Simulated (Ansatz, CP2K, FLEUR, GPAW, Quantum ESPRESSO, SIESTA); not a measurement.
# MgCd₃ (P-6m2, 4 atoms in the cell) computed with different codes at matched settings

Self-consistent single point.

```xyz
4
Lattice="3.1346 0.0000 0.0000 -1.5673 2.7146 0.0000 0.0000 0.0000 10.0384" Properties=species:S:1:pos:R:3 pbc="T T T"
Mg     0.0000     0.0000     5.0192
Cd     0.0000     0.0000     0.0000
Cd     1.5673     0.9049     7.5066
Cd     1.5673     0.9049     2.5318
```

Shared settings, as Ansatz (a program for electronic structure) writes them: kpoints.mp_grid.grid = 10 10 3; scf.occupations.method = gaussian; scf.occupations.width = 0.05 eV. Potentials and cutoffs stand in the table.

```json
[
 {"code": "FLEUR", "model": "LDA (Perdew-Zunger), all-electron FLAPW (FLEUR), scalar-relativistic valence", "pressure (GPa)": "–", "largest force (eV/Å)": "0.004", "cutoff": "Kmax 3.8 1/bohr"},
 {"code": "SIESTA", "model": "LDA PW92, numerical atomic orbitals TZP, PseudoDojo LDA standard norm-conserving potentials (rewritten from UPF to PSML)", "pressure (GPa)": "-8.60", "largest force (eV/Å)": "0.324", "cutoff": "grid 300 Ry"},
 {"code": "CP2K", "model": "LDA (Pade form), GPW, DZVP-MOLOPT-SR-GTH basis, GTH-PADE potentials (GTH_POTENTIALS)", "pressure (GPa)": "-2.06", "largest force (eV/Å)": "0.010", "cutoff": "grid 1000 Ry"},
 {"code": "Ansatz", "model": "LDA (PW92), PAW files made with PBE", "pressure (GPa)": "-3.39", "largest force (eV/Å)": "0.004", "cutoff": "default"},
 {"code": "Quantum ESPRESSO", "model": "LDA (PZ), GBRV 1.5 ultrasoft (LDA) pseudopotentials", "pressure (GPa)": "-3.59", "largest force (eV/Å)": "0.009", "cutoff": "40 Ry"},
 {"code": "GPAW", "model": "LDA (Perdew-Wang 92), GPAW PAW datasets LDA (gpaw-data 1.0.1)", "pressure (GPa)": "-3.73", "largest force (eV/Å)": "0.014", "cutoff": "850 eV"}
]
```

A dash marks a value that a program does not give, or that is left out as unsure.

The spread over the programs that give each value: pressure within 6.54 GPa; largest force within 0.320 eV/Å.

SIESTA and CP2K use small atom-centred bases, whose incompleteness enters pressures, forces and empty levels differently from a plane-wave cutoff. FLEUR treats all electrons, but the usual bases taken here (sphere radii, linearisation, local orbitals, empty states) were not tested for convergence, so the values are no reference for the others. Ansatz's pressure is given at a fixed set of plane waves, as the other plane-wave codes print theirs. The same LDA comes in different parametrisations, which differ slightly. In the pressure, SIESTA (by 5.01) and CP2K (by 1.53) lie more than 1 GPa from the median of the plane-wave programs. In the force vectors, SIESTA (by 0.319) lies more than 0.08 eV/Å from the median of the plane-wave programs.

The starting cell comes from a database of computed structures (which also holds hypothetical and non-ambient phases and stackings), without a prior relaxation at this level.

Left out of this page: Elk (not drawn, or without a comparable value).

Keys are those of Ansatz 0.2.
